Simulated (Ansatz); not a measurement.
## Electron-phonon data for Nb₂AlC (P6_3/mmc)

```
AlNb2C
1.0
    3.08979     0.00000     0.00000
   -1.54489     2.67583     0.00000
    0.00000     0.00000    13.85289
Al Nb C
2 4 2
Direct
  0.33333   0.66667   0.75000
  0.66667   0.33333   0.25000
  0.33333   0.66667   0.08903
  0.66667   0.33333   0.91097
  0.66667   0.33333   0.58903
  0.33333   0.66667   0.41097
  0.00000   0.00000   0.00000
  0.00000   0.00000   0.50000
```

The numbers are results of PBEsol, DFPT electron-phonon coupling, linearised Boltzmann equation (plane waves, PAW, scalar-relativistic; Ansatz, an electronic-structure program), not measurements. Cell: relaxed with this functional, without spin-orbit coupling.

| Property | Value |
|---|---|
| resistivity at 300 K | 12.1 (x), 12.1 (y), 56 (z) μΩ·cm |
| resistivity at 77 K | 0.91 (x), 0.91 (y), 4.4 (z) μΩ·cm |
| electron mean free path at 300 K (weighted by the current that each state carries) | 9.3 (x), 9.3 (y), 7.8 (z) nm |

A metal at this level (no band gap). Only scattering by harmonic phonons is included (no impurities, grain boundaries, electron-electron scattering or thermal expansion). Spin-orbit coupling is left out. Halving the electron mesh (32x32x8) moves the resistivity by up to 12 % at 300 K, the mean free path by up to 10 %. Smearing 0.20 eV; phonons on a 5x5x1 q mesh, which this run doesn't test and which matters most at low temperature.

Computed structure with no diffraction record at hand here (it may be known, metastable or hypothetical): Nb2AlC (P6_3/mmc).
